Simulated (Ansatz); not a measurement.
Abridged Ansatz (an electronic-structure program) output:

```
Pseudopotential: O, paw, valence charge 6
Pseudopotential: Zr, paw, valence charge 12
Crystal: 3 atoms, lattice volume = 34.699 Å³
Basis set: ecut = 500 eV, 881 PW (Γ), exchange–correlation on 108×108×108 points (64 copies of the dense FFT grid, shifted against one another)
Bands: 16, of which v1, the nominal top of the filled ones, is band 12 counted from 1 (11 counted from 0)
Symmetry: 8 space group operations
k-points: 216 of 1331
Functional: x = r2scan, c = r2scan; τ floored in thin density (d = 2e-4 eV/Å³)
SCF iter   1: F=—  HF=-5337.838451 eV  |F-HF|=—  |Δ(HF+E_count)|=         —  Δρ=1.64e-2  dr2=1.20e-1  dr2_τ=1.74e-1  ethr=1.77e-3  ⟨swp⟩=5.8  Hψ=16371  notcnv=0
SCF iter   2: F=—  HF=-5337.901805 eV  |F-HF|=—  |Δ(HF+E_count)|=   6.34e-2  Δρ=1.35e-2  dr2=3.94e-2  dr2_τ=1.27e-2  ethr=5.00e-4  ⟨swp⟩=2.4  Hψ=7850  notcnv=0
SCF 1 converged in 8 iterations: F = -5337.893028 eV  dr2 = 2.78e-10
SCF converged after 8 iterations
Free energy (F): -5337.893028 eV
Internal energy: -5337.893028 eV  (E = F + TS)
E sigma→0 (E₀):  -5337.893028 eV
Fermi energy:    12.858925 eV
--- Forces (eV/Å), atoms counted from 1 ---
  atom   1  O      0.00000000    -0.00000956     0.00000000
  atom   2  O     -0.00000000     0.00000956    -0.00000000
  atom   3  Zr    -0.00000000     0.00000000     0.00000000
--- Stress (GPa, compression-positive) ---
      -10.135704       0.000000      -0.000000
        0.000000     -23.300921       0.000000
       -0.000000       0.000000       0.000176
  P = ⅓ Tr σ = -11.1455 GPa (-111.455 kbar)
```

Q: What was computed, and what are the main results?

A: ZrO2, 3 atoms in the cell, with r2SCAN in Ansatz (plane waves to 500 eV, PAW, scalar-relativistic without spin-orbit coupling). The last SCF converged to F = -5337.893028 eV, or -1779.2977 eV per atom, at a pressure of -11.15 GPa. The total energy compares only with runs of the same code, potentials and settings.

A biaxial case was relaxed in a doubled cell and then solved in the primitive one. The cells carry an imposed strain or load. Whether these cells are dynamically stable was not tested. The cell was made from ZrO2 in the fluorite structure (space group Fm-3m, No. 225) by this change: biaxial strain +4.59 %, plane normal [110], relaxed out of plane. This is not the structure that ZrO2 has at room temperature and ambient pressure.
